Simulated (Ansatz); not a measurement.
## (Zr,Ta)C: TaZrC2

A 16-atom cell of (Zr,Ta)C started in the rock salt structure, site fractions Zr 0.500, Ta 0.500, short-range order -0.17 in the first shell of the mixed sites (0 is random, a negative value favours unlike neighbours), space group Imma at the end, an ordered arrangement that its symmetry holds.

The mixing enthalpy is taken against the end members in the rock salt type, relaxed in the same cell and mesh.

Method: PBE (plane waves to 420 eV, PAW; Ansatz, an electronic-structure program). No spin–orbit coupling; the runs are not spin-polarised. Its k-point mesh 5×5×5, Fermi–Dirac width 0.05 eV.

The volume per atom comes out as 12.03 Å³ and the C–Ta bonds comes out as 2.270 Å on average, from 2.245 to 2.293 (24). The C–Zr bonds comes out as 2.313 Å on average, from 2.291 to 2.337 (24). The mixing enthalpy per site of the mixed sublattice is -55 meV. The departure of the mean lattice parameter from Vegard's line is -0.2 %.

```xyz
16
Lattice="0.0040 4.5811 4.5844 4.5811 0.0040 4.5844 4.5851 4.5851 0.0000" Properties=species:S:1:pos:R:3 pbc="T T T"
Ta     0.0000     0.0000     0.0000
Zr     2.2925     2.2925     0.0000
Ta     2.2905     0.0020     2.2922
Zr     4.5831     2.2945     2.2922
Ta     0.0020     2.2905     2.2922
Zr     2.2945     4.5831     2.2922
Zr     2.2925     2.2925     4.5844
Ta     4.5851     4.5851     4.5844
C      2.2465     2.2465     2.2922
C      4.6244     4.6244     2.2922
C      4.5831     2.2945     4.6270
C      6.8756     4.5871     4.5417
C      2.2945     4.5831     4.6270
C      4.5871     6.8756     4.5417
C      4.5457     4.5457     6.8766
C      6.9237     6.9237     6.8766
```
